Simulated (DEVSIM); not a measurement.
System: abrupt Ge p-n junction, at 300 K.

Layer 1 from the left is Ge, thickness (μm) 98.0, Na (cm⁻³) 3.5e17, τn (s) 0.0005, τp (s) 0.0005. Layer 2 from the left is Ge, thickness (μm) 200, Nd (cm⁻³) 8.2e16, τn (s) 0.0005, τp (s) 0.0005.

Left contact: ohmic. Right contact: ohmic. Voltage is applied to the left contact. Recombination: SRH at mid-gap. Mobility is μmin + (μ − μmin)/(1 + (N/Nref)^α).

This is a model device: material constants are rounded textbook-type values typed into the input, and sizes, dopings and lifetimes were drawn at random. Values at 300 K.

Ge: gap (eV) 0.664, affinity (eV) 4, permittivity 16, Nc (cm⁻³) 1.04e19, Nv (cm⁻³) 6e18, μn (cm²/Vs) 3900, μp (cm²/Vs) 1900, μn,min 150, μp,min 100, Nref,n 2.6e17, Nref,p 4e17, αn 0.56, αp 0.6.

Simulated with DEVSIM: 1D drift-diffusion, Boltzmann statistics, complete ionisation; no tunnelling, impact ionisation, image-force lowering or self-heating.

Dark forward current:

```
|V| (V)  |J| (A/cm²)
-------  -----------
0.05        1.506e-5
0.10       0.0001192
0.15       0.0008394
0.20        0.005821
0.25         0.04026
0.30          0.2773
0.35           1.867
0.40           11.18
0.45           48.86
0.50           143.9
0.55           313.1
0.60           561.9
0.65           892.0
0.70            1304
0.75            1799
0.80            2377
```

### Question
Work out the local ideality factor n = ΔV / (kT/q · ln(J2/J1)) between the rows 0.15 and 0.20 V, 0.75 and 0.80 V.

### Answer
kT/q = 25.85 mV. From 0.15 to 0.20 V: ln(0.005821/0.0008394) = 1.937, n = 1.00, near the 1 of diffusion or emission over a barrier. From 0.75 to 0.80 V: ln(2377/1799) = 0.279, n = 6.94.

### Question
Estimate the current at 0.25 V from the Shockley equation with J0 = Σ q ni² D/(N L) coth(W/L), τ joining the SRH, radiative and Auger lifetimes that are on, and W taken as the whole layer.

### Answer
ni² = 4.36e26 cm⁻⁶; electrons in the p layer: μ = 1870 cm²/Vs, D = 48.3 cm²/s, τ = 0.000500 s, L = 1550 μm, W/L = 0.063, term 9.86e-7 A/cm²; holes in the n layer: μ = 1400 cm²/Vs, D = 36.1 cm²/s, τ = 0.000500 s, L = 1340 μm, W/L = 0.15, term 1.55e-6 A/cm². J0 = 2.54e-6 A/cm², and J = J0 exp(qV/kT) = 0.0402 A/cm². The simulation gives 0.0403 A/cm², the same within the digits that matter. The estimate leaves out recombination in the depletion region and that region's share of W.
